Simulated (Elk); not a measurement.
A self-consistent single point of KCaCl3 (Cm, 5 atoms in the cell) with Elk

Computed with PBEsol, all-electron FP-LAPW, Elk's shipped species files, APW+lo basis with extra local orbitals (Elk 10.2.4).

This input was run:

```
tasks
  0

xctype
  22

tforce
  .true.

rgkmax
  8.0

gmaxvr
  18.0

lmaxapw
  10

lmaxo
  8

nxlo
  2

lorbcnd
  .true.

lradstp
  2

nrmtscf
  2.0

lmaxi
  4

stype
  0

swidth
  0.0001

avec
    7.2241678614   -7.2269079643    0.0000000000
    7.2241678614    7.2269079643    0.0000000000
   -0.0009977754    0.0000000000   10.2168420873

atoms
  3   : nspecies
  'K.in'   : spfname
  1   : natoms; atposl, bfcmt below
  0.9980500000  0.9980500000  0.9999800000    0.0 0.0 0.0
  'Ca.in'   : spfname
  1   : natoms; atposl, bfcmt below
  0.4978900000  0.4978900000  0.4852100000    0.0 0.0 0.0
  'Cl.in'   : spfname
  3   : natoms; atposl, bfcmt below
  0.4955200000  0.9994200000  0.4827800000    0.0 0.0 0.0
  0.9994200000  0.4955200000  0.4827800000    0.0 0.0 0.0
  0.5072900000  0.5072900000  0.9851400000    0.0 0.0 0.0

ngridk
  3 3 3
```

The program printed (abridged):

```
│ Elk code version 10.2.4 │

All units are atomic (Hartree, Bohr, etc.)

│ Ground-state run starting from atomic densities │

Lattice vectors :
   7.224167861      -7.226907964       0.000000000
   7.224167861       7.226907964       0.000000000
 -0.9977754000E-03   0.000000000       10.21684209

Unit cell volume      :    1066.809880
Brillouin zone volume :   0.2325158569

Muffin-tin inner radius fraction :   0.1000000000E-01

Nuclei treated as point charges

Species :    1 (K)
 parameters loaded from : K.in
 name : potassium
 nuclear charge    :   -19.00000000
 electronic charge :    19.00000000
 atomic mass :    71271.84084
 muffin-tin radius :    2.400000000
 number of radial points in muffin-tin :    999
 atomic positions (lattice), magnetic fields (Cartesian) :
   1 :   0.00000000  0.00000000  0.00000000    0.00000000  0.00000000  0.00000000

Species :    2 (Ca)
 parameters loaded from : Ca.in
 name : calcium
 nuclear charge    :   -20.00000000
 electronic charge :    20.00000000
 atomic mass :    73057.72469
 muffin-tin radius :    2.400000000
 number of radial points in muffin-tin :    999
 atomic positions (lattice), magnetic fields (Cartesian) :
   1 :   0.49984000  0.49984000  0.48523000    0.00000000  0.00000000  0.00000000

Species :    3 (Cl)
 parameters loaded from : Cl.in
 name : chlorine
 nuclear charge    :   -17.00000000
 electronic charge :    17.00000000
 atomic mass :    64626.86545
 muffin-tin radius :    2.200000000
 number of radial points in muffin-tin :    799
 atomic positions (lattice), magnetic fields (Cartesian) :
   1 :   0.49747000  0.00137000  0.48280000    0.00000000  0.00000000  0.00000000
   2 :   0.00137000  0.49747000  0.48280000    0.00000000  0.00000000  0.00000000
   3 :   0.50924000  0.50924000  0.98516000    0.00000000  0.00000000  0.00000000

Total number of atoms per unit cell :    5

Spin treatment :
 spin-unpolarised

Number of Bravais lattice symmetries :    4
   [... lines left out ...]
Maximum |G| for potential and density :    18.00000000
 potential will be trimmed for |G| > 2 gkmax
Constant for pseudocharge density :   11
Radial integration step length :    2

G-vector grid sizes :     60    60    60
Number of G-vectors :   105107

Maximum angular momentum used for
 APW functions                      :   10
 outer part of muffin-tin           :    8
 inner part of muffin-tin           :    4

Total nuclear charge    :   -90.00000000
Total core charge       :    50.00000000
Total valence charge    :    40.00000000
Total excess charge     :    0.000000000
Total electronic charge :    90.00000000

Effective Wigner radius, rₛ :    1.414442521

Number of empty states         :   20
Total number of valence states :   40
Total number of core states    :   50

Conduction state local-orbitals added automatically
Total number of local-orbitals :  496

Exchange-correlation functional :     22     0     0
 PBEsol, Phys. Rev. Lett. 100, 136406 (2008)
 gradient requirement :    1
 generalised gradient approximation (GGA)

Smearing type :    0
 Gaussian
Smearing width :   0.1000000000E-03
Effective electronic temperature (K) :    31.57750248

Mixing type :    3
 Broyden mixing, J. Phys. A: Math. Gen. 17, L317 (1984)

Kohn-Sham potential initialised from atomic data
│ Self-consistent loop started │
│ Loop number : 1 │
 total energy                :     -2675.85700651
│ Loop number : 2 │
 total energy                :     -2675.71148270
RMS change in Kohn-Sham potential (target) :   0.2703973527     (  0.1000000000E-05)
Absolute change in total energy (target)   :   0.1455238040     (  0.1000000000E-03)
│ Loop number : 3 │
 total energy                :     -2673.10516187
RMS change in Kohn-Sham potential (target) :   0.2141502489     (  0.1000000000E-05)
Absolute change in total energy (target)   :    2.642701786     (  0.1000000000E-03)
│ Loop number : 4 │
 total energy                :     -2668.41350081
RMS change in Kohn-Sham potential (target) :   0.1079859690     (  0.1000000000E-05)
Absolute change in total energy (target)   :    5.352336506     (  0.1000000000E-03)
│ Loop number : 5 │
 total energy                :     -2665.34168539
RMS change in Kohn-Sham potential (target) :   0.3726879705E-01 (  0.1000000000E-05)
Absolute change in total energy (target)   :    4.409899541     (  0.1000000000E-03)
   [... lines left out ...]
Absolute change in total energy (target)   :   0.5142238661E-02 (  0.1000000000E-03)
│ Loop number : 12 │
 total energy                :     -2663.75992621
RMS change in Kohn-Sham potential (target) :   0.5009503084E-06 (  0.1000000000E-05)
Absolute change in total energy (target)   :   0.1298251883E-02 (  0.1000000000E-03)
│ Loop number : 13 │
 total energy                :     -2663.75991983
RMS change in Kohn-Sham potential (target) :   0.2694951335E-06 (  0.1000000000E-05)
Absolute change in total energy (target)   :   0.3309339331E-03 (  0.1000000000E-03)
│ Loop number : 14 │
 total energy                :     -2663.75989940
RMS change in Kohn-Sham potential (target) :   0.4804961209E-07 (  0.1000000000E-05)
Absolute change in total energy (target)   :   0.1031728161E-03 (  0.1000000000E-03)
│ Loop number : 15 │
 total energy                :     -2663.75989446
RMS change in Kohn-Sham potential (target) :   0.1583598816E-07 (  0.1000000000E-05)
Absolute change in total energy (target)   :   0.3073321068E-04 (  0.1000000000E-03)
Convergence targets achieved

│ Loop number : 16 │

Energies :
 Fermi                       :    -0.161846193356E-01
 sum of eigenvalues          :     -1528.27396985
 electron kinetic            :      2679.46428547
 core electron kinetic       :      2541.90869839
 Coulomb                     :     -5192.72620759
 Coulomb potential           :     -4011.16346192
 nuclear-nuclear             :     -325.466897502
 electron-nuclear            :     -5723.35515826
 Hartree                     :      856.095848169
 Madelung                    :     -3187.14447663
 xc potential                :     -196.574793398
 exchange                    :     -146.379869665
 correlation                 :     -4.11810196519
 total energy                :     -2663.75989376

Density of states at Fermi energy :   0.8925118327E-05
 (states/Hartree/unit cell)

Estimated indirect band gap :   0.1755052595
 from k-point     10 to k-point      1
Estimated direct band gap   :   0.1810672907
 at k-point      1

Charges :
 core                        :    50.00000000
 valence                     :    40.00000000
 interstitial                :    7.267214706
 muffin-tins (core leakage)
  species :    1 (K)
   atom    1                 :    17.54547000     (  0.1158779241E-06)
  species :    2 (Ca)
   atom    1                 :    18.16656359     (  0.1982545150E-07)
  species :    3 (Cl)
   atom    1                 :    15.67365280     (  0.1582166323E-04)
   atom    2                 :    15.67365280     (  0.1582166323E-04)
   atom    3                 :    15.67344611     (  0.1582110959E-04)
 total in muffin-tins        :    82.73278529
 total calculated charge     :    90.00004328
 total charge                :    90.00000000
 error                       :   0.4328030940E-04

│ Self-consistent loop stopped │

Forces :
 species :    1 (K)
  atom :    1
   Hellmann-Feynman          :    -0.00239979    0.00000000    0.00685343
   IBS                       :     0.00221961    0.00000000   -0.00664139
   total force               :    -0.00018018    0.00000000    0.00021204
   total magnitude           :     0.00027825
 species :    2 (Ca)
  atom :    1
   Hellmann-Feynman          :    -0.00025547    0.00000000    0.00020484
   IBS                       :     0.00116623    0.00000000    0.00005336
   total force               :     0.00091076    0.00000000    0.00025820
   total magnitude           :     0.00094666
 species :    3 (Cl)
  atom :    1
   Hellmann-Feynman          :    -0.00255388   -0.00108868    0.00371527
   IBS                       :     0.00234310    0.00086041   -0.00396168
   total force               :    -0.00021078   -0.00022827   -0.00024640
   total magnitude           :     0.00039655
  atom :    2
   Hellmann-Feynman          :    -0.00255388    0.00108868    0.00371527
   IBS                       :     0.00234310   -0.00086041   -0.00396168
   total force               :    -0.00021078    0.00022827   -0.00024640
   total magnitude           :     0.00039655
  atom :    3
   Hellmann-Feynman          :     0.00748162    0.00000000   -0.00038037
   IBS                       :    -0.00779066    0.00000000    0.00040294
   total force               :    -0.00030903    0.00000000    0.00002257
   total magnitude           :     0.00030986
```

The run converged in 16 iterations. The count includes the last loop, which Elk runs after its targets are met.

The starting cell comes from a database of computed structures (which also holds hypothetical and non-ambient phases and stackings), without a prior relaxation at this level. Values depend on the basis (sphere radii, cutoffs, local orbitals), which need not be converged.

Cost on one core of a shared machine: roughly 6 min.
